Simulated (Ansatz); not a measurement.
We consider Ta (model structure, started from the fcc type, Fm-3m, No. 225, 1 atom in the cell), described by r²SCAN in Ansatz (plane waves, PAW).

Settings: plane-wave cutoff 560 eV, 22×22×22 k mesh, Fermi–Dirac smearing 0.05 eV, scalar-relativistic PAW data made under PBE.

Cell (relaxed at this level):

Ta has the cubic space group Fm-3m (No. 225), the fcc (Cu type) structure, Pearson symbol cF4. Conventional cell: a = 4.2081 Å, b = 4.2081 Å, c = 4.2081 Å, α = 90.00°, β = 90.00°, γ = 90.00°. Ta on 4a is coordinated by 12 Ta at 2.976 Å (cuboctahedral). (Neighbours: up to the widest gap in distance over summed covalent radii, below 1.35, at either atom.)
(The calculation used a cell of 1 atom; values per cell refer to that cell.)

Problem. Estimate the bulk modulus B0 that the calculation returns.

Solution. 
* **bulk modulus B0**: 198 GPa

The run finds no gap.

Note: the bulk modulus is −V dP/dV from two relaxed cells at ±2 % in volume; the relaxation could raise the start's symmetry but not lower it, so the cell can be a saddle point.

Spin–orbit coupling is not included.

A model structure was made by putting elements into a prototype or built by hand; it is no filed structure, need not be a known phase, and can be a saddle point held by its symmetry.

Ansatz is a first-principles code.
